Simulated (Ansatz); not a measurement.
We consider BGeCN (model structure, started from the AlSiCN type, P3m1, No. 156, 4 atoms in the cell), described by PBEsol (Ansatz, an electronic-structure program, PAW).

Settings: plane-wave cutoff 520 eV, 12×12×8 k mesh (along the axes of the cell as run), Fermi–Dirac smearing 0.01 eV, scalar-relativistic PAW data made under PBE.

Cell (relaxed at this level):

```cif
data_CBGeN
_chemical_formula_sum 'B1 Ge1 C1 N1'
_space_group_name_H-M_alt 'P 1'
_space_group_IT_number 1
_cell_length_a 2.95003
_cell_length_b 2.95003
_cell_length_c 4.78712
_cell_angle_alpha 90.000
_cell_angle_beta 90.000
_cell_angle_gamma 120.000
loop_
_space_group_symop_operation_xyz
  'x, y, z'
loop_
_atom_site_label
_atom_site_type_symbol
_atom_site_fract_x
_atom_site_fract_y
_atom_site_fract_z
_atom_site_occupancy
B1 B 0.33333 0.66667 0.48881 1
Ge1 Ge 0.66667 0.33333 0.00272 1
C1 C 0.33333 0.66667 0.15673 1
N1 N 0.66667 0.33333 0.60174 1
```

Q: Predict the band gap and bulk modulus B0.

A: 
- band gap = 2.01 eV (on the SCF k mesh)
- bulk modulus B0 = 234 GPa

Note: the bulk modulus is −V dP/dV from two relaxed cells at ±2 % in volume; the relaxation could raise the start's symmetry but not lower it, so the cell can be a saddle point.

Spin–orbit coupling is not included.

The computed numbers hold no vibrational or temperature effects.

The result took around 70 core-seconds (rough).

A model structure was made by putting elements into a prototype or built by hand; it is no filed structure, need not be a known phase, and can be a saddle point held by its symmetry.
